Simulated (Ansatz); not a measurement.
Consider BaTiO3 (space group P4mm, No. 99; a = 3.972 Å, c = 4.113 Å).

Modification: a negative pressure, −2 GPa.

The values are results of r2SCAN in Ansatz (plane waves to 500 eV, PAW, spin-orbit coupling left out), not measurements.

Base, band edges from the VBM (valence, conduction): A 0.00, 4.51; M -0.04, 4.02; R -0.39, 3.93; X -1.18, 2.79; Z -0.72, 2.33; Γ -0.47, 2.23 eV.

Question: Give the band edges at the high-symmetry points of the new zone, measured from its valence-band maximum.

Answer: 
```tsv
point	valence edge (eV)	conduction edge (eV)
Γ	-0.54	2.21
X	-1.34	2.87
M	-0.03	3.98
Z	-0.74	2.31
R	-0.49	3.87
A	0.00	4.40
```

The gap is 2.21 eV, indirect, A → Γ.

Load acts through the strain it causes; cell and atoms are relaxed under it. Stability against distortions was not tested. All final runs are without spin polarisation.

Ansatz is a first-principles code.
